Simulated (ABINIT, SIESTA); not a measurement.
An ABINIT input for a self-consistent single point of Hf₂Ge (I4/mcm, 6 atoms in the cell) (DFT, PBEsol, plane waves, PAW (JTH v2.0 PBE PAW, files made for PBE)):

```
# Hf2Ge, JTH v2.0 PBE PAW
pp_dirpath "./"
pseudos "Hf.GGA_PBE-JTH.xml, Ge.GGA_PBE-JTH.xml"
acell 3*1.0
rprim
        -6.1567844058    6.1567844058    4.9521028986
         6.1567844058   -6.1567844058    4.9521028986
         6.1567844058    6.1567844058   -4.9521028986
natom 6
ntypat 2
znucl 72 32
typat 1 1 1 1 2 2
xred
         0.3442400000    0.1557600000    0.5000000000
         0.6557600000    0.8442400000    0.5000000000
         0.1557600000    0.6557600000    0.8115200000
         0.8442400000    0.3442400000    0.1884800000
         0.2500000000    0.2500000000    0.0000000000
         0.7500000000    0.7500000000    0.0000000000
ecut 21
pawecutdg 42
ixc -116133
occopt 7
tsmear 0.00367493
nband 48
kptopt 1
ngkpt 5 5 5
nshiftk 1
shiftk 0 0 0
nstep 60
tolvrs 1.0e-12
prtwf 0
prtden 0
enunit 2
```

Problem. Give the SIESTA input for the same structure, mesh, smearing and functional.

Solution. This is the input that was run; spellings and numerical settings could be chosen otherwise.

```
# files in the folder: Hf.psml Ge.psml (PseudoDojo PBEsol standard)
SystemName  Hf2Ge
SystemLabel hf2ge

NumberOfAtoms                6
NumberOfSpecies              2
%block ChemicalSpeciesLabel
  1 72 Hf
  2 32 Ge
%endblock ChemicalSpeciesLabel
LatticeConstant              1.0 Ang
%block LatticeVectors
    -3.258030000    3.258030000    2.620540000
     3.258030000   -3.258030000    2.620540000
     3.258030000    3.258030000   -2.620540000
%endblock LatticeVectors
AtomicCoordinatesFormat      Ang
%block AtomicCoordinatesAndAtomicSpecies
     1.014941506    2.243088494    0.000000000  1
     2.243088494    1.014941506    2.620540000  1
     4.272971506    1.014941506    0.000000000  1
    -1.014941506    2.243088494    2.620540000  1
     0.000000000    0.000000000    1.310270000  2
    -0.000000000    0.000000000    3.930810000  2
%endblock AtomicCoordinatesAndAtomicSpecies

XC.functional                GGA
XC.authors                   PBEsol
PAO.BasisSize                DZP
PAO.EnergyShift              0.01 Ry
MeshCutoff                   300 Ry
%block kgrid.MonkhorstPack
    5   0   0  0.0
    0   5   0  0.0
    0   0   5  0.0
%endblock kgrid.MonkhorstPack
OccupationFunction           MP
OccupationMPOrder            0
ElectronicTemperature        1160.45 K

MaxSCFIterations             150
SCF.Mixer.Method             Broyden
SCF.Mixer.Weight             0.1
SCF.Mixer.History            8
SCF.DM.Tolerance             1.0E-04
Diag.ParallelOverK           true
WriteForces                  true
```

Basis settings and potentials, where a program has them, do not carry over. This input uses DFT, GGA PBEsol, numerical atomic orbitals DZP, PseudoDojo PBEsol standard norm-conserving potentials (rewritten from UPF to PSML).

The starting cell comes from a database of computed structures (which also holds hypothetical and non-ambient phases and stackings), without a prior relaxation at this level. Its lattice was rescaled by a random factor within 2.5 % of one.
